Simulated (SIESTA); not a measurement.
A self-consistent single point of Ta₂Co (I4/mcm, 6 atoms in the cell) with SIESTA.

Level of theory: GGA PBEsol with spin-orbit coupling, numerical atomic orbitals DZP, PseudoDojo PBEsol fully relativistic norm-conserving potentials (rewritten from UPF to PSML) (SIESTA).

```
CELL_PARAMETERS angstrom
     -3.04214     3.04214     2.48276
      3.04214    -3.04214     2.48276
      3.04214     3.04214    -2.48276
ATOMIC_POSITIONS crystal
  Ta 0.16135 0.66135 0.82270
  Ta 0.83865 0.33865 0.17730
  Ta 0.66135 0.83865 0.50000
  Ta 0.33865 0.16135 0.50000
  Co 0.75000 0.75000 0.00000
  Co 0.25000 0.25000 0.00000
```

Reference input (self-consistent single point, DFT, GGA PBEsol, numerical atomic orbitals DZP, PseudoDojo PBEsol standard norm-conserving potentials (rewritten from UPF to PSML)): XC.functional = GGA; XC.authors = PBEsol; potentials = PseudoDojo PBEsol standard; PAO.BasisSize = DZP; PAO.EnergyShift = 0.01 Ry; MeshCutoff = 300 Ry; kgrid.MonkhorstPack = 6 6 6; OccupationFunction = FD; ElectronicTemperature = 0.1 eV; MaxSCFIterations = 150; SCF.Mixer.Method = Pulay; SCF.Mixer.Weight = 0.2. This run's input differs from it in these lines:

```diff
@@ -1,2 +1,2 @@
-# files in the folder: Ta.psml Co.psml (PseudoDojo PBEsol standard)
+# files in the folder: Ta.psml Co.psml (PseudoDojo PBEsol fully relativistic)
 SystemName  Ta2Co
@@ -38,2 +38,11 @@
 ElectronicTemperature        0.1 eV
+Spin                         spin-orbit
+%block DM.InitSpin
+  1 0.00 0.00 0.00
+  2 0.00 0.00 0.00
+  3 0.00 0.00 0.00
+  4 0.00 0.00 0.00
+  5 0.00 0.00 0.00
+  6 0.00 0.00 0.00
+%endblock DM.InitSpin
```

Log, with long lists cut:

```
        iscf     Eharris(eV)        E_KS(eV)     FreeEng(eV)     dDmax    Ef(eV) dHmax(eV)
   scf:    1   -15319.688532   -15384.570875   -15384.783102  0.633953 -2.548738 22.643838
     spin moment: {S} , |S| = {    0.00000   -0.00000    0.00000 }     0.00000
   scf:    2   -15268.676386   -15371.431215   -15371.619767  0.237315 -3.404677 25.201871
     spin moment: {S} , |S| = {    0.00000    0.00000    0.00000 }     0.00000
   scf:    3   -15412.450488   -15404.564698   -15404.737064  0.134656 -3.251896  4.216691
     spin moment: {S} , |S| = {    0.00000    0.00000    0.00000 }     0.00000
   [... lines left out ...]
     spin moment: {S} , |S| = {   -0.00000   -0.00000    0.00000 }     0.00000
   scf:   12   -15406.442469   -15406.442765   -15406.621188  0.000134 -3.713640  0.011783
     spin moment: {S} , |S| = {   -0.00000   -0.00000    0.00000 }     0.00000
   scf:   13   -15406.442944   -15406.442791   -15406.621194  0.000089 -3.713754  0.003253
     spin moment: {S} , |S| = {    0.00000    0.00000    0.00000 }     0.00000
   scf:   14   -15406.442751   -15406.442786   -15406.621195  0.000016 -3.713744  0.000051
     spin moment: {S} , |S| = {    0.00000    0.00000    0.00000 }     0.00000
SCF Convergence by DM+H criterion
max |DM_out - DM_in|         :     0.0000160043
max |H_out - H_in|      (eV) :     0.0000511225
SCF cycle converged after 14 iterations

Using DM_out to compute the final energy and forces

siesta: E_KS(eV) =           -15406.4428

siesta: E_KS - E_eggbox =    -15406.4428

siesta: Atomic forces (eV/Ang):
     1   -0.044219   -0.044219   -0.000127
     2    0.044219    0.044219    0.000127
     3    0.044343   -0.044343   -0.000000
     4   -0.044343    0.044343    0.000000
     5   -0.000045    0.000045    0.000000
     6    0.000045   -0.000045   -0.000000
   Tot    0.000000    0.000000   -0.000000
   Max    0.044343
   Res    0.029521    sqrt( Sum f_i^2 / 3N )
   Max    0.044343    constrained

   [... lines left out ...]
siesta: FreeEng =    -15406.621195
siesta: Cell volume =         91.907959 Ang**3
siesta:        -112.02478799       -111.57356785  kBar
   [... lines left out ...]
     3    -0.118072   13.118072    0.000000   -0.000000   -0.000000   -0.000000  Ta
     4    -0.118072   13.118072    0.000000    0.000000   -0.000000   -0.000000  Ta
     5     0.236114   16.763886    0.000000    0.000000   -0.000000    0.000000  Co
     6     0.236114   16.763886    0.000000    0.000000    0.000000   -0.000000  Co
 Total    -0.000000                0.000000    0.000000    0.000000    0.000000
```

The run converged in 14 iterations. Against the reference run the pressure goes from -7.13 to -11.20 GPa and the largest force goes from 0.105 to 0.063 eV/Å.

The starting cell comes from a database of computed structures (which also holds hypothetical and non-ambient phases and stackings), without a prior relaxation at this level. Values carry the incompleteness of an atom-centred basis. With a pressure of about -11 GPa the cell is away from its equilibrium volume at this level.

Cost on one core of a shared machine: roughly 3 min.
